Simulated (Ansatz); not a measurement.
## Refining one setting for HfSiO4 (I4_1/amd, 12 atoms in the cell)

```
CELL_PARAMETERS angstrom
     -3.21280     3.21280     2.92409
      3.21280    -3.21280     2.92409
      3.21280     3.21280    -2.92409
ATOMIC_POSITIONS crystal
  Hf 0.00000 0.00000 0.00000
  Hf 0.75000 0.25000 0.50000
  Si 0.25000 0.75000 0.50000
  Si 0.50000 0.50000 0.00000
  O  0.13409 0.31920 0.81489
  O  0.06920 0.75431 0.68511
  O  0.50431 0.31920 0.18511
  O  0.06920 0.38409 0.31489
  O  0.61591 0.93080 0.68511
  O  0.68080 0.86591 0.18511
  O  0.24569 0.93080 0.31489
  O  0.68080 0.49569 0.81489
```

Method: HSE06, PAW files made with PBE (plane waves; Ansatz, a quantum-chemistry and plane-wave program).

The starting cell comes from a database of computed structures (which also holds hypothetical and non-ambient phases and stackings), without a prior relaxation at this level. Its lattice was rescaled by a random factor within 2.5 % of one. Spin-orbit coupling is off. In the base run, with a pressure of about 20 GPa the cell is away from its equilibrium volume at this level. Ansatz's pressure includes its estimate of the finite-basis (Pulay) stress. Another mesh or the band path of this cell gives a smaller gap, so this value is not converged in the mesh.

Held fixed: basis.ecutwfc = 420 eV; kpoints.mp_grid.shift = 0.5 0.5 0.5; hamiltonian.xc = hse06; hamiltonian.pseudopotentials = {kind: paw} (the program's default PAW files); scf.occupations.method = gaussian; scf.occupations.width = 0.05 eV.

ΔF is the free energy per atom less that of the last row (5 5 5).

```
kpoints.mp_grid.grid  ΔF (meV/atom)  pressure (GPa)  largest force (eV/Å)  gap on the mesh (eV)  k-points
--------------------  -------------  --------------  --------------------  --------------------  --------
1 1 1                         -77.2           16.62                 1.539                 9.606         1
2 2 2                          0.45           19.75                 0.264                 7.862         3
3 3 3                          0.03           19.77                 0.254                 7.799         6
5 5 5                          0.00           19.77                 0.254                 7.664        18
```

Pressure within 0.5 GPa of the last row: from kpoints.mp_grid.grid = 2 2 2 on; the one before it is off by 3.1 GPa. The value it settles on is 19.8 GPa at this level of theory and with the other settings as held.

Gap on the mesh within 0.02 eV of the last row: only the last setting itself: the one before it still differs by 0.14 eV, so the series does not show convergence to this tolerance.

Gaps are taken between levels on the mesh.

Keys are those of Ansatz 0.2.
